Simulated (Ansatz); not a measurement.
We consider cubic perovskite CsPbCl3 (cubic high-temperature phase), described by B3LYP (VWN-RPA form) (Ansatz, an electronic-structure program, plane waves, PAW).

Numerical settings: plane-wave cutoff 460 eV, 4×4×4 k mesh, Fermi–Dirac smearing 0.01 eV, scalar-relativistic PAW data made under PBE.

The cell has the measured lattice: a = 5.6050 Å, b = 5.6050 Å, c = 5.6050 Å, α = 90.00°, β = 90.00°, γ = 90.00°.

Problem. Estimate the band gap and direct gap at Γ that the calculation returns.

Solution. 
- band gap = 3.08 eV (on the SCF k mesh)
- direct gap at Γ = 7.45 eV

Note: held by symmetry at 0 K, a high-temperature phase can be a saddle point; cell and atoms aren't relaxed at this level (pressure 2.6 GPa).

Spin–orbit coupling is not included; with these elements it can move the gap by several tenths of an eV or more.
